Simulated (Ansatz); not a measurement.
The starting structures come from a database of crystals and need not be the phases stable at ambient conditions.

 Where the default PAW files enter, the runs use the earlier of Ansatz's two default sets.

**Evanescent states of MgSe (F-43m, zinc blende, not sure to be the ambient phase, 2 atoms a cell, 26.2 Å³ an atom) along the normal of (110)**

All values below come from r2SCAN (plane waves, PAW; Ansatz, a quantum-chemistry and plane-wave program).

The gap is the functional's own. No spin-orbit coupling. Mid-gap values are interpolated on the energy grid.

Energies count from the valence-band top; κ is the least over a 8×6 mesh across the current.

```json
[
 {"E (eV)": "0.08", "κ (1/Å)": "0.068", "where": "Γ"},
 {"E (eV)": "0.24", "κ (1/Å)": "0.114", "where": "Γ"},
 {"E (eV)": "0.40", "κ (1/Å)": "0.142", "where": "Γ"},
 {"E (eV)": "0.56", "κ (1/Å)": "0.163", "where": "Γ"},
 {"E (eV)": "0.72", "κ (1/Å)": "0.178", "where": "Γ"},
 {"E (eV)": "0.88", "κ (1/Å)": "(withheld)", "where": "Γ"},
 {"E (eV)": "1.04", "κ (1/Å)": "(withheld)", "where": "Γ"},
 {"E (eV)": "1.20", "κ (1/Å)": "(withheld)", "where": "Γ"},
 {"E (eV)": "1.36", "κ (1/Å)": "(withheld)", "where": "Γ"},
 {"E (eV)": "1.52", "κ (1/Å)": "(withheld)", "where": "Γ"},
 {"E (eV)": "1.68", "κ (1/Å)": "(withheld)", "where": "Γ"},
 {"E (eV)": "1.84", "κ (1/Å)": "(withheld)", "where": "Γ"},
 {"E (eV)": "2.00", "κ (1/Å)": "(withheld)", "where": "Γ"},
 {"E (eV)": "2.16", "κ (1/Å)": "(withheld)", "where": "Γ"},
 {"E (eV)": "2.32", "κ (1/Å)": "(withheld)", "where": "Γ"},
 {"E (eV)": "2.48", "κ (1/Å)": "(withheld)", "where": "Γ"},
 {"E (eV)": "2.64", "κ (1/Å)": "0.175", "where": "Γ"},
 {"E (eV)": "2.80", "κ (1/Å)": "0.159", "where": "Γ"},
 {"E (eV)": "2.96", "κ (1/Å)": "0.139", "where": "Γ"},
 {"E (eV)": "3.12", "κ (1/Å)": "0.110", "where": "Γ"},
 {"E (eV)": "3.28", "κ (1/Å)": "0.065", "where": "Γ"}
]
```

What belongs in the gaps?


- 0.88, κ (1/Å): 0.190
- 1.04, κ (1/Å): 0.199
- 1.20, κ (1/Å): 0.206
- 1.36, κ (1/Å): 0.210
- 1.52, κ (1/Å): 0.213
- 1.68, κ (1/Å): 0.213
- 1.84, κ (1/Å): 0.212
- 2.00, κ (1/Å): 0.209
- 2.16, κ (1/Å): 0.204
- 2.32, κ (1/Å): 0.197
- 2.48, κ (1/Å): 0.187
